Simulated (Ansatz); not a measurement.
## A constructed model of the (111) surface of fcc Rh, a layer of Cr in place of the second plane (bottom of the slab: a bare face, its two planes held)

These are PBE (plane waves to 420 eV, PAW; Ansatz, a quantum-chemistry and plane-wave program) values and carry that method's errors.

Model: 6-atom slab, 11.0 Å thick at the start with caps and adatoms (thin: gaps and levels are the slab's own), 16x16x1 mesh, Fermi-Dirac 0.1 eV, dipole correction, 2 atoms held, the rest relaxed; symmetry of the start imposed; spin-polarised, no spin-orbit, no U. The starting moment vanished. In PBE it is, or lies within 0.01 eV a 1x1 cell of, the lowest of the 2 structures of its composition computed so far; subsurface sites and larger cells were not tried.

* **work function of the top face**: 4.62 eV
* **energy released by relaxation**: 0.26 eV
* **magnetic moment of the cell**: 0.00 μB
* **cost**: about 3 core-minutes (a rough figure)
